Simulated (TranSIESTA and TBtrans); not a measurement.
Ge chain with one bond stretched by 2.0 Å

Device: Ge chain with one bond stretched by 2.0 Å. Leads: straight Ge chain, spacing 2.4 Å. Geometry: as built, not relaxed.

TranSIESTA and TBtrans, LDA, DZP numerical orbitals (energy shift 0.15 eV), PseudoDojo norm-conserving scalar-relativistic potentials, mesh cutoff 200 Ry, 300 K, no spin polarisation, no spin-orbit coupling; self-consistent non-equilibrium Green functions.

| Quantity | Value |
|---|---|
| Conductance at 300 K (G0 = 2e²/h) | 0.15 |
| Thermopower (μV/K) | -2.6 |
| Mean T from −0.5 to 0.5 eV | 0.13 |

Energies count from the leads' Fermi level. Transmissions are for one spin of a degenerate pair. The energy step is 0.01 eV; narrower resonances are cut or missed.

| E (eV) | T | lead channels |
|---|---|---|
| -2.00 | 0.041 | 1 |
| -1.80 | 0.045 | 1 |
| -1.60 | 0.050 | 1 |
| -1.40 | 0.055 | 1 |
| -1.20 | 0.060 | 1 |
| -1.00 | 0.067 | 3 |
| -0.80 | 0.076 | 3 |
| -0.60 | 0.087 | 3 |
| -0.40 | 0.10 | 3 |
| -0.20 | 0.13 | 3 |
| 0.00 | 0.15 | 3 |
| 0.20 | 0.15 | 3 |
| 0.40 | 0.15 | 3 |
| 0.60 | 0.14 | 3 |
| 0.80 | 0.15 | 3 |
| 1.00 | 0.15 | 3 |
| 1.20 | 0.16 | 3 |
| 1.40 | 0.17 | 3 |
| 1.60 | 0.18 | 3 |
| 1.80 | 0.19 | 3 |
| 2.00 | 0.20 | 3 |

The straight chain is held at its spacing; free chains may zigzag or dimerise. No spin-polarised start was tried, so a magnetic state, if there is one, is missed.
